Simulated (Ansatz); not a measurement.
Take ZnSe in the zinc blende structure (space group F-43m, No. 216; a = 5.6656 Å) as the base. Axes: x, y, z lie along the cube axes.

Method: r2SCAN, PAW, 500 eV (Ansatz, an electronic-structure program; no spin-orbit coupling).

Before the change:

| Property | Result |
|---|---|
| Valley order | Γ 1.87 eV; L along ⟨111⟩ 3.05 eV; X along ⟨100⟩ 3.34 eV |

Now apply this change: biaxial strain +1.00 %, plane normal [001], relaxed out of plane (Cartesian); in-plane vectors clamped, the third vector and the atoms free.

Problem. Predict the new in-plane stress, valley order and hole mass.

Solution. The mean in-plane stress (compression positive) is -0.8 GPa; the valley order (the lowest conduction-band minima on the path, energy above the VBM, named in the base's zone) changes from Γ 1.87 eV; L along ⟨111⟩ 3.05 eV; X along ⟨100⟩ 3.34 eV to Γ 1.78 eV; L along [1-1-1] 2.98 eV; X along [001] 3.23 eV; the hole mass amounts to 0.13 mₑ out of plane, 0.59 mₑ in plane (at Γ).

The levels and masses belong to the bands next to the band gap. Effective masses come from finite differences of ±0.01 Å⁻¹. Whether these cells are dynamically stable was not tested.
